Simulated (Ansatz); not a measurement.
Cost and result by functional for the surface energy of the (221) surface of bcc Na in its 1x1 cell, outermost plane spacing 0.70 Å in the ideal cut, in Ansatz (plane waves, PAW). Single points on the PBE structure, on one kind of machine; costs are rough ratios of the slab run's core time (references not counted) to the cheapest single point. r2SCAN's cost holds its higher cutoff (500 against 420 eV). Differences are taken against r2SCAN for comparison alone: no measured value is at hand, so the table doesn't rank accuracy.

Slab: 15 atoms, 9.8 Å thick at the start (thin: gaps and levels are the slab's own); k 7x5x1, smearing 0.1 eV, dipole-corrected; all atoms relaxed; held to the part of the start's symmetry that mesh and held atoms allow; no spin, no spin-orbit, no U. These notes are the PBE run's.

```tsv
functional	relative cost	surface energy (J/m²)	less r2SCAN (J/m²)
RPBE	1	0.22	-0.05
LDA	1	0.27	0.00
PBEsol	1	0.26	-0.01
r2SCAN	2	0.27	0.00
PBE (the relaxed run's value)	–	0.24	-0.03
```

The values span 0.05 J/m², while the single points' costs differ by a factor of roughly 2. Differences are of unrounded values.

Ansatz is a first-principles code.
